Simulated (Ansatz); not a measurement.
## BN: 4 layers

Take BN in the wurtzite structure (space group P6_3mc, No. 186; a = 2.5440 Å, c = 4.2077 Å) as the base. Axes: x lies along a and z along c of the hexagonal cell.

Perturbation: a free-standing slab of 4 layers (16 atoms, 4 a layer) is cut normal to the y axis, with 15 Å of vacuum and the in-plane cell held at bulk.

Method: plane-wave PAW DFT at the r2SCAN level (Ansatz, a first-principles code, 500 eV), no SOC. k-mesh 13×8×1 (Γ-centred); smearing 0.05 eV (Fermi–Dirac), for the changed cell.

Band gap: 4.29 eV (base 5.75 eV)
Gap character: indirect, Γ → X–U (83 % along)
Smallest direct gap: 5.29 eV (base 9.00 eV)
Excess energy per area of both faces (slab less bulk energy over the cell's area: twice a surface energy): 4.29 J/m²
Thickness between the outermost nuclei: 7.24 Å
Change of the spacing d12 from its bulk value of 0.734 Å: -33.8 %
Change of the spacing d23 from its bulk value of 1.469 Å: +9.2 %

Slab and bulk use different k-meshes, which limits the precision of the excess energy. Whether these cells are dynamically stable was not tested. k-point labels follow each cell's own Brillouin zone.
